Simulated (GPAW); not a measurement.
Convergence study of shifted k-point meshes for Cl (Cm, 4 atoms in the cell)

```xyz
4
Lattice="2.2467 -3.1294 0.0000 2.2467 3.1294 0.0000 0.0000 0.0000 8.2848" Properties=species:S:1:pos:R:3 pbc="T T T"
Cl     3.9407     0.0000     7.4814
Cl     2.7994     0.0000     3.2891
Cl     1.6940     0.0000     4.9957
Cl     0.5527     0.0000     0.8533
```

Method: PBEsol, GPAW PAW datasets PBEsol (made by gpaw-setup) (plane waves; GPAW).

Base settings: mode = pw; ecut = 600 eV; xc = PBEsol; kpts = 3 3 2; mesh shift (steps) = 0 0 0; occupations.name = fermi-dirac; occupations.width = 0.01 eV; nbands = -6; convergence.density = 1e-05 e/electron; convergence.bands = -4.

In this ladder: kpts_shift = 0.5 0.5 0.5.

Only quantities that move along the ladder and can be compared are tabulated.

The count of work is k-points × plane waves × bands × iterations; it is no time. 

The starting cell has typed, rounded lattice constants, without a prior relaxation at this level. Its lattice was rescaled by up to half a per cent. One atom was moved a little off its site on purpose.

Steps (kpts): 2 2 1; 3 3 1; 3 3 2; 4 4 2; 5 5 2; 6 6 3; 8 8 4; 9 9 4; 11 11 5; 13 13 6.

Task: What is the coarsest kpts that holds the free energy within 2 meV/atom of the last step, with all finer ones?

Result: 3 3 2, at 0.018 of the last step's count of work; the step before is off by 13 meV/atom.

Task: What is the coarsest kpts that holds the pressure within 0.05 GPa of the last step, with all finer ones?

Result: 3 3 2, at 0.018 of the last step's count of work; the step before is off by 0.16 GPa.

Task: What is the coarsest kpts that holds the forces within 0.01 eV/Å of the last step, with all finer ones?

Result: 4 4 2, at 0.033 of the last step's count of work; the step before is off by 0.018 eV/Å.

```csv
kpts,free energy less the last step's (meV/atom),pressure (GPa),largest difference of a force vector from the last step's (eV/Å),count of work / last
2 2 1,-6.98,-0.81,0.039,0.0062
3 3 1,12.72,-0.55,0.084,0.011
3 3 2,0.35,-0.69,0.018,0.018
4 4 2,0.12,-0.71,0.003,0.033
5 5 2,-0.01,-0.71,0.003,0.047
6 6 3,0.01,-0.71,0.001,0.12
8 8 4,0.00,-0.71,0.001,0.24
9 9 4,0.01,-0.71,0.001,0.31
11 11 5,0.00,-0.71,0.002,0.51
13 13 6,0.00,-0.71,0.000,1.0
```
